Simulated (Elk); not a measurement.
## A self-consistent single point of TaGaNi6 (P4/mmm, 8 atoms in the cell) with Elk

Computed with PBEsol, all-electron FP-LAPW, Elk's shipped species files, APW+lo basis with extra local orbitals in Elk 10.2.4.

The input file:

```
tasks
  0

xctype
  22

tforce
  .true.

rgkmax
  7.5

gmaxvr
  18.0

lmaxapw
  10

lmaxo
  8

nxlo
  2

lorbcnd
  .true.

lradstp
  2

nrmtscf
  2.0

rmtscf
  0.88

lmaxi
  4

stype
  0

swidth
  0.00499791

scale
  1.889726125

avec
    3.6560020000    0.0000000000    0.0000000000
    0.0000000000    3.6560020000    0.0000000000
    0.0000000000    0.0000000000    7.2499660000

atoms
  3   : nspecies
  'Ta.in'   : spfname
  1   : natoms; atposl, bfcmt below
  0.0000000000  0.0000000000  0.5000000000    0.0 0.0 0.0
  'Ga.in'   : spfname
  1   : natoms; atposl, bfcmt below
  0.0000000000  0.0000000000  0.0000000000    0.0 0.0 0.0
  'Ni.in'   : spfname
  6   : natoms; atposl, bfcmt below
  0.5000000000  0.5000000000  0.0000000000    0.0 0.0 0.0
  0.5000000000  0.5000000000  0.5000000000    0.0 0.0 0.0
  0.5000000000  0.0000000000  0.2467100000    0.0 0.0 0.0
  0.5000000000  0.0000000000  0.7532900000    0.0 0.0 0.0
  0.0000000000  0.5000000000  0.2467100000    0.0 0.0 0.0
  0.0000000000  0.5000000000  0.7532900000    0.0 0.0 0.0

ngridk
  6 6 3
```

Log, with long lists cut:

```
│ Elk code version 10.2.4 │

All units are atomic (Hartree, Bohr, etc.)

│ Ground-state run starting from atomic densities │

Lattice vectors :
   6.908842492       0.000000000       0.000000000
   0.000000000       6.908842492       0.000000000
   0.000000000       0.000000000       13.70045016

Unit cell volume      :    653.9513197
Brillouin zone volume :   0.3793099058

Muffin-tin inner radius fraction :   0.1000000000E-01

Nuclei treated as point charges

Species :    1 (Ta)
 parameters loaded from : Ta.in
 name : tantalum
 nuclear charge    :   -73.00000000
 electronic charge :    73.00000000
 atomic mass :    329847.8433
 muffin-tin radius :    2.464000000
 number of radial points in muffin-tin :   1399
 atomic positions (lattice), magnetic fields (Cartesian) :
   1 :   0.00000000  0.00000000  0.00000000    0.00000000  0.00000000  0.00000000

Species :    2 (Ga)
 parameters loaded from : Ga.in
 name : gallium
 nuclear charge    :   -31.00000000
 electronic charge :    31.00000000
 atomic mass :    127097.2538
 muffin-tin radius :    2.112000000
 number of radial points in muffin-tin :    999
 atomic positions (lattice), magnetic fields (Cartesian) :
   1 :   0.00000000  0.00000000  0.50000000    0.00000000  0.00000000  0.00000000

Species :    3 (Ni)
 parameters loaded from : Ni.in
 name : nickel
 nuclear charge    :   -28.00000000
 electronic charge :    28.00000000
 atomic mass :    106991.5230
 muffin-tin radius :    2.112000000
 number of radial points in muffin-tin :    999
 atomic positions (lattice), magnetic fields (Cartesian) :
   1 :   0.50000000  0.50000000  0.50000000    0.00000000  0.00000000  0.00000000
   2 :   0.50000000  0.50000000  0.00000000    0.00000000  0.00000000  0.00000000
   3 :   0.50000000  0.00000000 -0.25329000    0.00000000  0.00000000  0.00000000
   4 :   0.50000000  0.00000000  0.25329000    0.00000000  0.00000000  0.00000000
   [... lines left out ...]
Maximum |G| for potential and density :    18.00000000
 potential will be trimmed for |G| > 2 gkmax
Constant for pseudocharge density :   11
Radial integration step length :    2

G-vector grid sizes :     40    40    80
Number of G-vectors :    64359

Maximum angular momentum used for
 APW functions                      :   10
 outer part of muffin-tin           :    8
 inner part of muffin-tin           :    4

Total nuclear charge    :   -272.0000000
Total core charge       :    136.0000000
Total valence charge    :    136.0000000
Total excess charge     :    0.000000000
Total electronic charge :    272.0000000

Effective Wigner radius, rₛ :   0.8310541114

Number of empty states         :   32
Total number of valence states :  100
Total number of core states    :  136

Conduction state local-orbitals added automatically
Total number of local-orbitals :  923

Exchange-correlation functional :     22     0     0
 PBEsol, Phys. Rev. Lett. 100, 136406 (2008)
 gradient requirement :    1
 generalised gradient approximation (GGA)

Smearing type :    0
 Gaussian
Smearing width :   0.4997910000E-02
Effective electronic temperature (K) :    1578.215154

Mixing type :    3
 Broyden mixing, J. Phys. A: Math. Gen. 17, L317 (1984)

Kohn-Sham potential initialised from atomic data
│ Self-consistent loop started │
│ Loop number : 1 │
 total energy                :     -26703.4339777
│ Loop number : 2 │
 total energy                :     -26702.5837005
RMS change in Kohn-Sham potential (target) :   0.2468369227     (  0.1000000000E-05)
Absolute change in total energy (target)   :   0.8502772373     (  0.1000000000E-03)
│ Loop number : 3 │
 total energy                :     -26702.2020876
RMS change in Kohn-Sham potential (target) :   0.2484951721     (  0.1000000000E-05)
Absolute change in total energy (target)   :   0.5941821949     (  0.1000000000E-03)
│ Loop number : 4 │
 total energy                :     -26703.9991314
RMS change in Kohn-Sham potential (target) :   0.2274295598     (  0.1000000000E-05)
Absolute change in total energy (target)   :    1.648498323     (  0.1000000000E-03)
│ Loop number : 5 │
 total energy                :     -26700.8574508
RMS change in Kohn-Sham potential (target) :   0.1987079366     (  0.1000000000E-05)
Absolute change in total energy (target)   :    2.729556095     (  0.1000000000E-03)
   [... lines left out ...]
Absolute change in total energy (target)   :   0.1267584688E-02 (  0.1000000000E-03)
│ Loop number : 21 │
 total energy                :     -26681.6398202
RMS change in Kohn-Sham potential (target) :   0.2845569959E-05 (  0.1000000000E-05)
Absolute change in total energy (target)   :   0.1385200012E-03 (  0.1000000000E-03)
│ Loop number : 22 │
 total energy                :     -26681.6398685
RMS change in Kohn-Sham potential (target) :   0.1572107292E-05 (  0.1000000000E-05)
Absolute change in total energy (target)   :   0.1371101462E-04 (  0.1000000000E-03)
│ Loop number : 23 │
 total energy                :     -26681.6400093
RMS change in Kohn-Sham potential (target) :   0.4359822017E-06 (  0.1000000000E-05)
Absolute change in total energy (target)   :   0.1441549430E-03 (  0.1000000000E-03)
│ Loop number : 24 │
 total energy                :     -26681.6400339
RMS change in Kohn-Sham potential (target) :   0.9587184022E-06 (  0.1000000000E-05)
Absolute change in total energy (target)   :   0.6063293040E-04 (  0.1000000000E-03)
Convergence targets achieved

│ Loop number : 25 │

Energies :
 Fermi                       :     0.362476850026
 sum of eigenvalues          :     -15892.1277745
 electron kinetic            :      28777.1719584
 core electron kinetic       :      27102.1802028
 Coulomb                     :     -54697.7666318
 Coulomb potential           :     -43669.9359344
 nuclear-nuclear             :     -2662.10540205
 electron-nuclear            :     -60401.3865251
 Hartree                     :      8365.72529536
 Madelung                    :     -32862.7986646
 xc potential                :     -999.363798444
 exchange                    :     -745.231746533
 correlation                 :     -15.8136023777
 total energy                :     -26681.6400223

Density of states at Fermi energy :    44.67486154
 (states/Hartree/unit cell)

Estimated indirect band gap :   0.5397252441E-02
 from k-point     20 to k-point      9
Estimated direct band gap   :   0.1240306734E-01
 at k-point     11

Charges :
 core                        :    136.0000000
 valence                     :    136.0000000
 interstitial                :    12.25243113
 muffin-tins (core leakage)
  species :    1 (Ta)
   atom    1                 :    70.71834955     (  0.2450989946E-05)
  species :    2 (Ga)
   atom    1                 :    29.09337199     (  0.3420846374E-02)
  species :    3 (Ni)
   atom    1                 :    26.61774693     (  0.1292668583E-02)
   atom    2                 :    26.69460294     (  0.1293630860E-02)
   atom    3                 :    26.65587436     (  0.1292587846E-02)
   atom    4                 :    26.65587436     (  0.1292587846E-02)
   atom    5                 :    26.65587436     (  0.1292587846E-02)
   atom    6                 :    26.65587436     (  0.1292587846E-02)
 total in muffin-tins        :    259.7475689
 total calculated charge     :    271.9883641
 total charge                :    272.0000000
 error                       :   0.1163588379E-01

│ Self-consistent loop stopped │

Forces :
 species :    1 (Ta)
  atom :    1
   Hellmann-Feynman          :    -0.00000000    0.00000000    0.00000000
   [... lines left out ...]
  atom :    2
   Hellmann-Feynman          :    -0.00000000    0.00000000    0.00000000
   IBS                       :     0.00000000    0.00000000    0.00000000
   total force               :     0.00000000    0.00000000    0.00000000
   total magnitude           :     0.00000000
  atom :    3
   Hellmann-Feynman          :     0.00000000    0.00000000   -0.03962103
   IBS                       :    -0.00000000    0.00000000    0.04270793
   total force               :    -0.00000000    0.00000000    0.00308689
   total magnitude           :     0.00308689
  atom :    4
   Hellmann-Feynman          :     0.00000000    0.00000000    0.03962103
   IBS                       :    -0.00000000   -0.00000000   -0.04270793
   total force               :    -0.00000000   -0.00000000   -0.00308689
   total magnitude           :     0.00308689
  atom :    5
   Hellmann-Feynman          :     0.00000000    0.00000000   -0.03962103
   IBS                       :    -0.00000000    0.00000000    0.04270793
   total force               :    -0.00000000    0.00000000    0.00308689
   total magnitude           :     0.00308689
  atom :    6
   Hellmann-Feynman          :     0.00000000    0.00000000    0.03962103
   IBS                       :    -0.00000000   -0.00000000   -0.04270793
   total force               :     0.00000000    0.00000000   -0.00308689
   total magnitude           :     0.00308689
```

The run converged in 25 iterations. The count includes the last loop, which Elk runs after its targets are met.

The starting cell comes from a database of computed structures (which also holds hypothetical and non-ambient phases and stackings), without a prior relaxation at this level. Its lattice was rescaled by a random factor within 2.5 % of one. Spin-orbit coupling is off. Spin polarisation is off. Values depend on the basis (sphere radii, cutoffs, local orbitals), which need not be converged. The log's line on a gap gives a spacing of levels on this mesh, which the program prints for metals too.

Cost on one core of a shared machine: roughly 20 min.
